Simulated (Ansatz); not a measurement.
The parent structure is TiB₂ (space group P6/mmm, No. 191).

```
CELL_PARAMETERS angstrom
      2.99392     0.00000     0.00000
     -1.49696     2.59281     0.00000
      0.00000     0.00000     3.15953
ATOMIC_POSITIONS crystal
  Ti 0.00000 0.00000 0.00000
  B  0.66667 0.33333 0.50000
  B  0.33333 0.66667 0.50000
```

Cartesian axes are those of the cell as printed.

Calculations: LDA (Ansatz, a program for electronic structure, PAW, scalar-relativistic without spin-orbit coupling).

Before the change:

- Pressure: 0.0 GPa
- Volume per atom: 8.18 Å³
- Band gap: zero

Perturbation: compressive biaxial strain of 2.50 % in the plane normal to [001], as in epitaxy on a mismatched substrate; the out-of-plane cell vector and the atoms relax.

Task: How does this affect the pressure?

Result: The pressure (mean of the normal stresses, compression positive) goes from zero to 13.2 GPa.

Task: Estimate the effect on the volume per atom.

Result: The volume per atom decreases by 0.31 Å³, from 8.18 Å³ to 7.87 Å³.

Task: Predict the new band gap.

Result: The band gap stays zero.

A case with no gap was solved on a k-mesh chosen for an insulator, which is coarse for it. Without a gap, meshes like the base's 13×13×10 leave anisotropic stresses uncertain by several tenths of a GPa, and small strain energies with them. Stability against distortions was not tested. All final runs are without spin polarisation.
